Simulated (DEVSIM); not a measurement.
Structure: Ni/Si3N4/p-Ge capacitor, at 400 K.

```tsv
layer (left to right)	material	thickness (nm)	Na (cm⁻³)
1	Si3N4	1.20	-
2	Ge	730	6.6e17
```

Metal gate on the left, work function 5.1 eV. Fixed charge at the semiconductor interface 1.8e12 cm⁻² (in units of +e); no interface traps.

Constants are typed, rounded textbook-type inputs, not results; the design itself was drawn at random and stands for no fabricated device. Values at 300 K; Nc and Nv go as T^1.5, mobilities as T to minus their exponent, the gap by Varshni's rule with the affinity fixed.

```tsv
parameter	Si3N4	Ge
gap (eV)	5.1	0.664
affinity (eV)	2.1	4
permittivity	7.5	16
Nc (cm⁻³)	-	1.04e19
Nv (cm⁻³)	-	6e18
Varshni α (eV/K)	-	0.000477
Varshni β (K)	-	235
```

Model (solved in DEVSIM): 1D Poisson equation in equilibrium, Boltzmann statistics, complete ionisation; no quantum confinement or tunnelling. Metal contacts follow the ideal Schottky-Mott rule: no Fermi-level pinning, no interface dipoles.

Problem. Tabulate band edges, carrier densities and field at 0.8 V on the gate.

Solution. Energies count from the Fermi level of the right contact; mesh points crowd at the junctions.

| x (μm) | Ec (eV) | Ev (eV) | n (cm⁻³) | p (cm⁻³) | field (V/cm) |
|---|---|---|---|---|---|
| 0.000 | 2.200 | -2.900 | < 1e2 | < 1e2 | -60000 |
| 0.0005212 | 2.197 | -2.903 | < 1e2 | < 1e2 | -60000 |
| 0.0008932 | 2.195 | -2.905 | < 1e2 | < 1e2 | -60000 |
| 0.001561 | 0.299 | -0.325 | 2.7e15 | 7.4e14 | 170000 |
| 0.003244 | 0.327 | -0.297 | 1.2e15 | 1.7e15 | 160000 |
| 0.005733 | 0.365 | -0.259 | 4.1e14 | 5.0e15 | 140000 |
| 0.01016 | 0.420 | -0.204 | 8.2e13 | 2.5e16 | 110000 |
| 0.02132 | 0.501 | -0.123 | 7.8e12 | 2.6e17 | 41000 |
| 0.03784 | 0.530 | -0.094 | 3.4e12 | 6.0e17 | 4700 |
| 0.06494 | 0.533 | -0.091 | 3.1e12 | 6.6e17 | 92 |
| 0.1153 | 0.533 | -0.091 | 3.1e12 | 6.6e17 | ≈ 0 |
| 0.2425 | 0.533 | -0.091 | 3.1e12 | 6.6e17 | ≈ 0 |
| 0.4125 | 0.533 | -0.091 | 3.1e12 | 6.6e17 | ≈ 0 |
| 0.5523 | 0.533 | -0.091 | 3.1e12 | 6.6e17 | ≈ 0 |
| 0.6467 | 0.533 | -0.091 | 3.1e12 | 6.6e17 | ≈ 0 |
| 0.6842 | 0.533 | -0.091 | 3.1e12 | 6.6e17 | ≈ 0 |
| 0.7043 | 0.533 | -0.091 | 3.1e12 | 6.6e17 | ≈ 0 |
| 0.7166 | 0.533 | -0.091 | 3.1e12 | 6.6e17 | ≈ 0 |
| 0.7248 | 0.533 | -0.091 | 3.1e12 | 6.6e17 | ≈ 0 |
| 0.7281 | 0.533 | -0.091 | 3.1e12 | 6.6e17 | ≈ 0 |
| 0.7300 | 0.533 | -0.091 | 3.1e12 | 6.6e17 | ≈ 0 |
| 0.7312 | 0.533 | -0.091 | 3.1e12 | 6.6e17 | ≈ 0 |
